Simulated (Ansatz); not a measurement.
# BeAl3 (model structure, started from the Cu3Au type, Pm-3m, No. 221, 4 atoms in the cell)

Method: LDA (Ansatz, a program for electronic structure, PAW).

Numerical settings: plane-wave cutoff 520 eV, 14×14×14 k mesh, Fermi–Dirac smearing 0.05 eV, scalar-relativistic PAW data made under PBE.

Cell (relaxed at this level):

```cif
data_Al3Be
_chemical_formula_sum 'Al3 Be1'
_space_group_name_H-M_alt 'Pm-3m'
_space_group_IT_number 221
_space_group_name_Hall '-P 4 2 3'
_cell_length_a 3.82763
_cell_length_b 3.82763
_cell_length_c 3.82763
_cell_angle_alpha 90.000
_cell_angle_beta 90.000
_cell_angle_gamma 90.000
loop_
_atom_site_label
_atom_site_type_symbol
_atom_site_symmetry_multiplicity
_atom_site_Wyckoff_symbol
_atom_site_fract_x
_atom_site_fract_y
_atom_site_fract_z
_atom_site_occupancy
Al1 Al 3 c 0.00000 0.50000 0.50000 1
Be1 Be 1 a 0.00000 0.00000 0.00000 1
```

- band gap: zero (no gap)
- bulk modulus: 94.8 GPa

Note: the bulk modulus is −V dP/dV from two relaxed cells at ±2 % in volume; the relaxation could raise the start's symmetry but not lower it, so the cell can be a saddle point.

The computed numbers hold no vibrational or temperature effects.

Cost on a shared machine: about 16 core-seconds (a rough figure).

A model structure was made by putting elements into a prototype or built by hand; it is no filed structure, need not be a known phase, and can be a saddle point held by its symmetry.
